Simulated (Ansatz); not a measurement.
Base system: SnSe2 in the CdI2 type structure (space group P-3m1, No. 164; layered, stacked along the Cartesian z axis).

```
SnSe2
1.0
    3.84018     0.00000     0.00000
   -1.92009     3.32569     0.00000
    0.00000     0.00000     6.00656
Sn Se
1 2
Direct
  0.00000   0.00000   0.00000
  0.33333   0.66667   0.26530
  0.66667   0.33333   0.73470
```

Cartesian axes are those of the cell as printed.

Method: Kohn–Sham DFT with the PBE-D3(BJ) functional, run in Ansatz (a first-principles code) with PAW and 420 eV plane waves, without spin-orbit coupling.

The change: uniaxial strain ε_zz = +2.00 %, all other strain components held at zero; the atoms relax in the strained cell.

Predict the stress tensor and what it implies for the stiffness.

Stress of the strained cell less that of the base (GPa, compression positive):
```
  -0.30    0.00    0.00
   0.00   -0.30    0.00
   0.00    0.00   -0.53
```

Then −Δσ_ii/ε with ε = 0.0200 gives secant stiffness values (nonlinear terms included at this strain): C33 ≈ 27 GPa, C13 ≈ 15 GPa and C23 ≈ 15 GPa.

No phonon test of stability was made.
